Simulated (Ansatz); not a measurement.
The starting structures come from a database of crystals and need not be the phases stable at ambient conditions.

 Where the default PAW files enter, the runs use the earlier of Ansatz's two default sets.

The decay constant κ of evanescent states in the gap governs leakage through a thin film.

Given:

```
SnZnP2
1.0
    4.00390     0.00000     0.00000
    0.00000     4.00390     0.00000
    0.00000     0.00000     5.79188
Zn Sn P
1 1 2
Cartesian
  0.00000   0.00000   0.00000
  2.00195   2.00195   2.89594
  0.00000   2.00195   1.31510
  2.00195   0.00000   4.47677
```

Space group of this cell: P-4m2. The cell is strained (lengths along the current scaled by 1.03, ions clamped); by r2SCAN its mean pressure is -2.0 GPa.

Transport runs along the normal of the first two printed cell vectors, the (001) (indices of the unstrained crystal) plane of the conventional cell.

No gap correction and no spin-orbit coupling; mid-gap values are interpolated between computed energies.

Predict the band gap and the smallest decay constant κ at mid-gap from r2SCAN (Ansatz, an electronic-structure program).

Gap 0.75 eV on a 8×8×6 mesh; κ = 0.077 1/Å, at the zone centre.
